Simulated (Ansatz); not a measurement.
LaTl₃ (Pm-3m), PBEsol, DFPT electron-phonon coupling, linearised Boltzmann equation (Ansatz, a quantum-chemistry and plane-wave program): phonon-limited resistivity 20.3 μΩ·cm at 300 K, 26.8 μΩ·cm at 400 K, current-weighted mean free path 7.2 nm, Drude plasma energy 5.48 eV.

Estimate the resistivity of a 20 nm square wire with diffuse walls from ρ ≈ ρ₀(1 + 3ℓ/4d).

1 + 0.75 × 7.2/20 = 1.27, so ρ ≈ 25.8 μΩ·cm and a line 1 μm long has 645 Ω. The formula is the free-electron limit for d well above ℓ; grain boundaries add to it.

Estimate the electronic thermal conductivity at 300 K by the Wiedemann-Franz law (L₀ = 2.44×10⁻⁸ W·Ω/K²).

L₀T/ρ = 2.44×10⁻⁸ × 300/(20.3×10⁻⁸) = 36.1 W/(m·K). Inelastic scattering puts the true Lorenz number somewhat under L₀ near and below the Debye temperature.

What temperature coefficient of resistance follows, and how does it compare with 1/T?

(ρ₄₀₀ − ρ₃₀₀)/(100 K × ρ₃₀₀) = 3.20×10⁻³ K⁻¹, against 1/T = 3.33×10⁻³ K⁻¹ for a resistivity proportional to T. Impurities would add a constant and lower it.

A metal at this level (no band gap). Only scattering by harmonic phonons is included (no impurities, grain boundaries, electron-electron scattering or thermal expansion). Spin-orbit coupling is left out, which matters with elements this heavy. The run warned that the eigensolver left some states short of its tolerance. Halving the electron mesh (20x20x20) moves the resistivity by up to 2 % at 300 K, the mean free path by up to 5 %. Smearing 0.20 eV; phonons on a 3x3x3 q mesh, which this run doesn't test.

Formula and space group known from diffraction (Crystallography Open Database), not checked to be the room-temperature form: LaTl3 (Pm-3m).
